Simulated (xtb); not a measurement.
xtb 6.7.1, GFN2-xTB: Al(H)(Cl)(NMe2) (C[N](C)[AlH][Cl]), 12 atoms. The geometry is a generated start, not checked to be a minimum at this level.

| Item | Result |
|---|---|
| run flags | --grad |
| method | GFN2-xTB |
| --acc | 1 (default) |
| --etemp (K) | 300 (default) |
| basis functions | 39 |
| valence electrons | 30 |

```xyz
12

Al     1.0129    -1.4268     0.5534
H      0.5598    -2.0149     1.8868
Cl     2.5919    -2.2246    -0.4236
N      0.0399    -0.0273    -0.0122
C      0.1820     0.7318    -1.2405
C     -1.0499     0.4527     0.8158
H     -0.7259     0.6665    -1.8527
H      0.3730     1.7906    -1.0295
H      1.0209     0.3348    -1.8140
H     -0.8999     1.4999     1.1049
H     -2.0100     0.3771     0.2915
H     -1.0947    -0.1597     1.7202
```

One run each on 1 thread. Values of broydamp tried: 0.02, 0.05, 0.1, 0.2, 0.4 (default), 0.6, 0.8, 1.

Task: Predict the course of the SCC iterations along this series.

Result: Fewest SCC iterations, within one of each other: 0.4 (default) with 14, 0.6 with 14, 0.8 with 15. The count rises to 25 at 0.02. All converge to one solution.

| broydamp | SCC iterations | end |
|---|---|---|
| 0.02 | 25 | same solution |
| 0.05 | 23 | same solution |
| 0.1 | 19 | same solution |
| 0.2 | 18 | same solution |
| 0.4 (default) | 14 | same solution |
| 0.6 | 14 | same solution |
| 0.8 | 15 | same solution |
| 1 | 16 | same solution |
